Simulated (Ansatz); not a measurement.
This Ansatz (a program for electronic structure) input is the reference run, CaO in the rock salt structure (space group Fm-3m, No. 225), computed with plane-wave PAW DFT at the PBE level (Ansatz, 420 eV), no spin-orbit coupling, earlier PAW set:

Ansatz 0.2 input:
```yaml
crystal:
  lattice:
    - [0, 2.415382602, 2.415382602]
    - [2.415382602, 0, 2.415382602]
    - [2.415382602, 2.415382602, 0]
  atoms:
    - { symbol: O, position: [0, 0, 0] }
    - { symbol: Ca, position: [0.5, 0.5, 0.5] }
basis: { ecutwfc: 420, ecutrho_ratio: 4, xc_grid: 2, fft_grid_basis: typed }
kpoints: { mp_grid: { grid: [12, 12, 12] } }
hamiltonian:
  xc: pbe
  dispersion: none
  pseudopotentials: { azcp: { folder: ./paw }, kind: paw }
scf: { occupations: { method: fermi_dirac, width: 0.05 }, convergence: { dr2_threshold: 0.0000000002 } }
output: { forces: true, stress: true }
checkpoint: { write: state.ck, write_every: 1000 }
```

Q: Write the input for this change: an isotropic linear strain of +2.77 %, atoms relaxed at fixed cell.

A: 
Ansatz 0.2 input:
```yaml
crystal:
  lattice:
    - [0, 2.4822887001, 2.4822887001]
    - [2.4822887001, 0, 2.4822887001]
    - [2.4822887001, 2.4822887001, 0]
  atoms:
    - { symbol: O, position: [0, 0, 0] }
    - { symbol: Ca, position: [0.5, 0.5, 0.5] }
basis: { ecutwfc: 420, ecutrho_ratio: 4, xc_grid: 2, fft_grid_basis: typed }
kpoints: { mp_grid: { grid: [12, 12, 12] } }
hamiltonian:
  xc: pbe
  dispersion: none
  pseudopotentials: { azcp: { folder: ./paw }, kind: paw }
scf: { occupations: { method: fermi_dirac, width: 0.05 }, convergence: { dr2_threshold: 0.0000000002 } }
relax: { f_tol: 0.005, max_steps: 50 }
output: { forces: true, stress: true }
checkpoint: { write: state.ck, write_every: 1000 }
```
This is the input that was run.

Whether these cells are dynamically stable was not tested.
